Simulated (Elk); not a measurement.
Checking a run of Elk on WC (P-6m2, 2 atoms in the cell). The aim is a self-consistent single point with DFT, LDA (PW92), all-electron FP-LAPW, Elk's shipped species files, APW+lo basis with extra local orbitals.

Input as run:

```
tasks
  0

xctype
  3

tforce
  .true.

rgkmax
  8.0

gmaxvr
  18.0

lmaxapw
  10

lmaxo
  8

nxlo
  2

lorbcnd
  .true.

lradstp
  2

nrmtscf
  2.0

lmaxi
  4

stype
  0

swidth
  0.05

avec
    5.4834467459    0.0000004483    0.0000000000
   -2.7417237611    4.7488039581    0.0000000000
    0.0000000000    0.0000000000    5.3383988233

atoms
  2   : nspecies
  'W.in'   : spfname
  1   : natoms; atposl, bfcmt below
  0.0000000000  0.0000000000  0.0000000000    0.0 0.0 0.0
  'C.in'   : spfname
  1   : natoms; atposl, bfcmt below
  0.6666666667  0.3333333333  0.5000000000    0.0 0.0 0.0

ngridk
  12 12 11
```

Output (repeated stretches shortened):

```
│ Elk code version 10.2.4 │

All units are atomic (Hartree, Bohr, etc.)

│ Ground-state run starting from atomic densities │

Lattice vectors :
   5.483446746      0.4483000000E-06   0.000000000
  -2.741723761       4.748803958       0.000000000
   0.000000000       0.000000000       5.338398823

   [... lines left out ...]
Constant for pseudocharge density :   11
Radial integration step length :    2

G-vector grid sizes :     32    32    32
Number of G-vectors :    13687

Maximum angular momentum used for
 APW functions                      :   10
 outer part of muffin-tin           :    8
 inner part of muffin-tin           :    4

Total nuclear charge    :   -80.00000000
Total core charge       :    48.00000000
Total valence charge    :    32.00000000
Total excess charge     :    0.000000000
Total electronic charge :    80.00000000

Effective Wigner radius, rₛ :   0.7458018172

Number of empty states         :    8
Total number of valence states :   24
Total number of core states    :   48

Conduction state local-orbitals added automatically
Total number of local-orbitals :  231

Exchange-correlation functional :      3     0     0
 Perdew-Wang/Ceperley-Alder, Phys. Rev. B 45, 13244 (1992)
 gradient requirement :    0
 local density approximation (LDA)

Smearing type :    0
 Gaussian
Smearing width :   0.5000000000E-01
Effective electronic temperature (K) :    15788.75124

Mixing type :    3
 Broyden mixing, J. Phys. A: Math. Gen. 17, L317 (1984)

Kohn-Sham potential initialised from atomic data
│ Self-consistent loop started │
│ Loop number : 1 │
 total energy                :     -16185.7922852
│ Loop number : 2 │
 total energy                :     -16186.4769654
RMS change in Kohn-Sham potential (target) :   0.2272791642     (  0.1000000000E-05)
Absolute change in total energy (target)   :   0.6846801863     (  0.1000000000E-03)
│ Loop number : 3 │
 total energy                :     -16189.1083058
RMS change in Kohn-Sham potential (target) :   0.1883502787     (  0.1000000000E-05)
Absolute change in total energy (target)   :    2.802510507     (  0.1000000000E-03)
   [... lines left out ...]
Absolute change in total energy (target)   :   0.8765288749E-03 (  0.1000000000E-03)
│ Loop number : 15 │
 total energy                :     -16194.5559275
RMS change in Kohn-Sham potential (target) :   0.9640832661E-07 (  0.1000000000E-05)
Absolute change in total energy (target)   :   0.2054304150E-03 (  0.1000000000E-03)
│ Loop number : 16 │
 total energy                :     -16194.5559185
RMS change in Kohn-Sham potential (target) :   0.4822874532E-07 (  0.1000000000E-05)
Absolute change in total energy (target)   :   0.4233718573E-04 (  0.1000000000E-03)
Convergence targets achieved

│ Loop number : 17 │

Energies :
 Fermi                       :     0.569425272004
 total energy                :     -16194.5559205

Density of states at Fermi energy :    13.73760286
 (states/Hartree/unit cell)

Estimated indirect band gap :   0.1523580018E-02
 from k-point    162 to k-point     63
Estimated direct band gap   :   0.2005325763E-01
 at k-point     30

Charges :
 core                        :    48.00000000
 valence                     :    32.00000000
 interstitial                :    2.948368934
 muffin-tins (core leakage)
  species :    1 (W)
   atom    1                 :    72.28819191     (  0.1096785390E-05)
  species :    2 (C)
   atom    1                 :    4.763439157     (  0.2303456306E-04)
   [... lines left out ...]
   total magnitude           :     0.00000000
 species :    2 (C)
  atom :    1
   Hellmann-Feynman          :     0.00000000    0.00000000    0.00000000
   IBS                       :    -0.00000000   -0.00000000    0.00000000
   total force               :    -0.00000000   -0.00000000    0.00000000
   total magnitude           :     0.00000000
```

**Question.** Can these results be used? Check the input.

**Answer.** The run is not sound. The fault is this: smearing width in eV, read as hartree. A bare number is read in the key's own unit, and eV, Ry (13.6 eV) and Ha (27.2 eV) lie far apart, so the setting ends up far from the one that was meant. To fix it, convert the value to the unit that the key expects. The run converged in 17 iterations without an error; against the sound input the total energy rises by 140 meV/atom.

The sound input it was made from differs as follows (other fixes are possible):
```diff
-  0.05
+  0.00183747
```

With that input, the run converged in 17 iterations: total energy -440676.5959 eV; Fermi level (on the code's own zero) 15.18 eV (DFT, LDA (PW92), all-electron FP-LAPW, Elk's shipped species files, APW+lo basis with extra local orbitals).

On the sound input: the starting cell comes from a database of computed structures (which also holds hypothetical and non-ambient phases and stackings), without a prior relaxation at this level. Its lattice was rescaled by a random factor within 2.5 % of one. Spin-orbit coupling is off. Spin polarisation is off. Values depend on the basis (sphere radii, cutoffs, local orbitals), which need not be converged. The log's line on a gap gives a spacing of levels on this mesh, which the program prints for metals too.
